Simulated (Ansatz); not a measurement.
Cost and result by functional for the surface energy of the (001) surface of MnP-type NiSi in its 1x1 cell (cut with top plane Si, bottom plane Si), outermost plane spacing 0.59 Å in the ideal cut, in Ansatz (plane waves, PAW). Single points on the PBE structure, on one kind of machine; costs are rough ratios of the slab run's core time (references not counted) to the cheapest single point. r2SCAN's cost holds its higher cutoff (500 against 420 eV). Differences are taken against r2SCAN for comparison alone: no measured value is at hand, so the table doesn't rank accuracy.

Slab: 16 atoms, Ni8Si8, 10.3 Å thick at the start (thin: gaps and levels are the slab's own); k 11x7x1, smearing 0.1 eV, dipole-corrected; all atoms relaxed; start symmetry kept, larger cells not searched; no spin (magnetic order not tried), no spin-orbit, no U. These notes are the PBE run's.

| functional | relative cost | surface energy (J/m²) | less r2SCAN (J/m²) |
|---|---|---|---|
| RPBE | 1 | 1.71 | -0.32 |
| PBEsol | 1 | 2.12 | 0.09 |
| LDA | 1 | 2.19 | 0.16 |
| r2SCAN | 2 | 2.03 | 0.00 |
| PBE (the relaxed run's value) | – | 1.86 | -0.17 |

The values span 0.48 J/m², while the single points' costs differ by a factor of roughly 2. Differences are of unrounded values.

Ansatz is a program for electronic structure.
